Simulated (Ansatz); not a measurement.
# SrTiO3: shear stress against shear

SrTiO3 (cubic perovskite, Pm-3m, 11.451 Å³/atom and stress up to 0.01 GPa in the relaxed cell, cube axes along x, y and z) under an engineering shear γ in the xy plane. LDA in Ansatz, a plane-wave DFT program (PAW, default set), 420 eV, 9×9×9 Γ-centred mesh, Fermi-Dirac smearing 0.05 eV; ions are relaxed, or left where forces stay under 0.02 eV/Å, within the symmetry of each cell. Stress is positive for a compressed cell.

Here s stands for strain and y for shear stress.

```csv
strain (%),shear stress (GPa)
0.00,0.00
0.66,-0.79
1.34,-1.60
2.00,-2.39
4.00,?
```

Fit y of the 4 rows that show it with a straight line. Means: s 1.0000, y -1.195. About the means, the sum of products is -2.6654 and the sum of squares of s is 2.2312; the slope is their ratio. Least squares gives y = 0.000 - 1.1946·s. Residuals (row less fit): 0.000, -0.002, 0.001, -0.001; standard error 0.001 (degrees of freedom: 2). The slope gives the elastic constant C44 = 119.5 ± 0.1 GPa (± standard error of the fit, which holds the terms cut off).

Task: What does the fit predict for y at s = 4.00, and how far is the calculated value from it?

Result: y = 0.000 - 1.1946 × 4.00 = -4.778 GPa. The calculation gives -4.78 GPa, which the fit meets to the printed digits. The row lies outside the fitted rows, so this is an extrapolation. The scatter of the fitted rows lies at the last printed digit.

The primitive cell can neither tilt nor turn polar against its symmetry, as such crystals can under strain. SrTiO3 is here the ideal cubic form; the compound distorts at low or room temperature. Rows are the converged runs of the series near zero and its far end, less any whose ions stayed unrelaxed beside relaxed ones; series whose fitted rows scatter by over a few per cent of the range, as at a crossing or softening among them, aren't shown in this form. Most that stay on the fit to the last digits aren't either.
